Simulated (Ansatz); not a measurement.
Consider Mg$_{2}$Sn (space group Fm-3m, No. 225; a = 6.747 Å; relaxed with 0.1 eV smearing). Axes: x, y, z lie along the cube axes.

Level of theory: DFT with PBEsol, PAW potentials and a 420 eV plane-wave cutoff in Ansatz (a program for electronic structure), spin-orbit coupling left out.

Base values:

| Quantity | Value |
|---|---|
| Shortest interatomic distance | 5.521 bohr |
| Pressure | 0.0 GPa |

One thing is altered: biaxial strain −1.25 %, plane normal [111], relaxed out of plane (Cartesian); in-plane vectors clamped, the third vector and the atoms free.

Task: How does this affect the energy relative to the base?

Result: The energy goes up by 2.4 meV/atom.

Task: How does this affect the shortest interatomic distance?

Result: The shortest interatomic distance decreases by 0.048 bohr (5.521 bohr → 5.473 bohr).

Task: Estimate the effect on the pressure.

Result: The pressure (mean of the normal stresses, compression positive) goes from zero to 0.8 GPa.

Task: Predict the new ratio −ε⊥/ε∥.

Result: The ratio −ε⊥/ε∥ comes out as 0.54.

Stability against distortions was not tested.
